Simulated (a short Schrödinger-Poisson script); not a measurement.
From a short Schrödinger-Poisson script (our own, NumPy): 1D Poisson equation in equilibrium, electrons quantum, Hartree (BenDaniel-Duke, 12 states a valley, the channel's in-plane mass for all, wave functions ending at the dielectric), parabolic valleys, classical holes, full ionisation, no traps, pinning or gate leakage.

Structure: symmetric double-gate stack, SiO2 on p-type Ge(111), at 400 K.

From the gate side: 1.6 nm SiO2; 2 nm Ge, acceptors 2e17 cm⁻³; 1.6 nm SiO2.

Constants are typed, rounded textbook-type inputs, not results; the design itself was drawn at random and stands for no fabricated device. SiO2: permittivity 3.9, conduction-band edge (eV) 3.1, gap (eV) 9, electron mass (mₑ) 0.5. Ge: permittivity 16, conduction-band edge (eV) 0, gap (eV) 0.664, Nv at 300 K (cm⁻³) 6e18.

Channel valleys (confinement mass, in-plane density-of-states mass, number): L1 1.59, 0.08, 1; L3 0.09, 0.34, 3. At the gates, both at one voltage, the conduction-band edge of layer 1 lies 3.19 eV − eVg above the Fermi level of the channel. Gaps are held at their typed values at every temperature. Mesh 0.03 nm at interfaces.

Problem. Give the sheet density of all electrons at Vg = 0.2 V (cm⁻²); the capacitance of both gates at Vg = 0.8 V (μF/cm²); the gate voltage at 1e11 electrons/cm² (V).

Solution. sheet density of all electrons at Vg = 0.2 V (cm⁻²): 9.80e11; capacitance of both gates at Vg = 0.8 V (μF/cm²): 2.87; gate voltage at 1e11 electrons/cm² (V): 0.07. Only the L valleys are kept; under strong confinement the Δ valleys of Ge fill too.
